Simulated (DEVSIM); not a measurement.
Structure: Ru/SiO2/n-Si capacitor, at 500 K.

```tsv
layer (left to right)	material	thickness (nm)	Nd (cm⁻³)
1	SiO2	2.50	-
2	Si	1700	1.2e17
```

Metal gate on the left, work function 4.7 eV. Fixed charge at the semiconductor interface 0 cm⁻² (in units of +e); no interface traps.

This is a model device: material constants are rounded textbook-type values typed into the input, and sizes, dopings and lifetimes were drawn at random. Values at 300 K; Nc and Nv go as T^1.5, mobilities as T to minus their exponent, the gap by Varshni's rule with the affinity fixed.

```csv
parameter,SiO2,Si
gap (eV),9,1.124
affinity (eV),0.9,4.05
permittivity,3.9,11.7
Nc (cm⁻³),-,2.86e19
Nv (cm⁻³),-,3.1e19
Varshni α (eV/K),-,0.000473
Varshni β (K),-,636
```

DEVSIM, 1D Poisson equation in equilibrium, Boltzmann statistics, complete ionisation; no quantum confinement or tunnelling. Metal contacts follow the ideal Schottky-Mott rule: no Fermi-level pinning, no interface dipoles.

Q: Tabulate band edges, carrier densities and field at -0.1 V on the gate.

A: Energies count from the Fermi level of the right contact; mesh points crowd at the junctions.

```
x (μm)     Ec (eV)  Ev (eV)  n (cm⁻³)  p (cm⁻³)  field (V/cm)
---------  -------  -------  --------  --------  ------------
0.000        3.900   -5.100     < 1e2     < 1e2       -340000
0.0008106    3.872   -5.128     < 1e2     < 1e2       -340000
0.001582     3.846   -5.154     < 1e2     < 1e2       -340000
0.002395     3.818   -5.182     < 1e2     < 1e2       -340000
0.003869     0.649   -0.417    1.8e13    4.2e15       -110000
0.006319     0.622   -0.444    3.3e13    2.3e15       -110000
0.01081      0.575   -0.490    9.7e13    7.7e14        -99000
0.02498      0.454   -0.611    1.6e15    4.6e13        -73000
0.04631      0.339   -0.727    2.4e16    3.2e12        -36000
0.08986      0.274   -0.791    1.1e17    7.0e11         -3300
0.1756       0.269   -0.797    1.2e17    6.2e11           -13
0.4214       0.269   -0.797    1.2e17    6.2e11           ≈ 0
0.8006       0.269   -0.797    1.2e17    6.2e11           ≈ 0
1.241        0.269   -0.797    1.2e17    6.2e11           ≈ 0
1.512        0.269   -0.797    1.2e17    6.2e11           ≈ 0
1.606        0.269   -0.797    1.2e17    6.2e11           ≈ 0
1.654        0.269   -0.797    1.2e17    6.2e11           ≈ 0
1.678        0.269   -0.797    1.2e17    6.2e11           ≈ 0
1.693        0.269   -0.797    1.2e17    6.2e11           ≈ 0
1.698        0.269   -0.797    1.2e17    6.2e11           ≈ 0
1.701        0.269   -0.797    1.2e17    6.2e11           ≈ 0
1.702        0.269   -0.797    1.2e17    6.2e11           ≈ 0
```
